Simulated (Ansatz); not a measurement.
TiB2, response to strain

Take TiB2 (space group P6/mmm, No. 191; relaxed with 0.1 eV smearing) as the base.

Space group P6/mmm (No. 191); a = b = 3.0324 Å, c = 3.2238 Å, α = β = 90.00°, γ = 120.00°

```json
[
 {"atom": "Ti", "site": "1a", "symmetry": "6/mmm", "x": "0.0000", "y": "0.0000", "z": "0.0000"},
 {"atom": "B", "site": "2d", "symmetry": "-6m2", "x": "0.3333", "y": "0.6667", "z": "0.5000"}
]
```

Strains are applied to the cell and any free atomic positions relax.

Calculations: PBE (Ansatz, an electronic-structure program; PAW; 420 eV plane waves; scalar-relativistic without spin-orbit coupling).

Notes on the quantities. energy relative to the base: free energy F.

```json
[
 {"isotropic strain (%)": "-3", "energy relative to the base (meV/atom)": "60.2"},
 {"isotropic strain (%)": "-2", "energy relative to the base (meV/atom)": "26.0"},
 {"isotropic strain (%)": "-1.5", "energy relative to the base (meV/atom)": "14.4"},
 {"isotropic strain (%)": "0", "energy relative to the base (meV/atom)": "0.0"},
 {"isotropic strain (%)": "0.5", "energy relative to the base (meV/atom)": "1.5"},
 {"isotropic strain (%)": "1", "energy relative to the base (meV/atom)": "?"},
 {"isotropic strain (%)": "1.5", "energy relative to the base (meV/atom)": "13.2"},
 {"isotropic strain (%)": "2.5", "energy relative to the base (meV/atom)": "35.7"},
 {"isotropic strain (%)": "3", "energy relative to the base (meV/atom)": "50.7"}
]
```

Q: Fit ΔE = Aε² + Bε³ (ε in %) to the rows shown and predict the withheld row.

A: Least squares on the printed values gives A = 6.16 and B = -0.18 meV/atom (largest residual 0.1 meV/atom); this predicts 6.0 meV/atom, and the run gives 5.9 meV/atom, in agreement.

No phonon test of stability was made. The final runs are not spin-polarised.
